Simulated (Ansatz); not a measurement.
The reference is InAs in the zinc blende structure (space group F-43m, No. 216; a = 6.026 Å).

The values are results of LDA (Ansatz, a first-principles code; PAW; 420 eV plane waves; spin-orbit coupling left out), not measurements.

Before the change:

- Pressure: 0.0 GPa
- Band gap: zero

One thing is altered: the cell is scaled by 1.0100 in all directions, atoms relaxed at fixed cell.

Q: What does the calculation give for the energy relative to the base, pressure and band gap after the change?

A: The energy rises by 4.5 meV/atom; the pressure goes from zero to -1.7 GPa; the band gap stays zero.

The mesh was chosen for an insulator and is coarse for the gapless case. The cells carry an imposed strain or load. Whether these cells are dynamically stable was not tested. All final runs are without spin polarisation. A zero or small gap of InAs can be the functional's error rather than a property of the material.
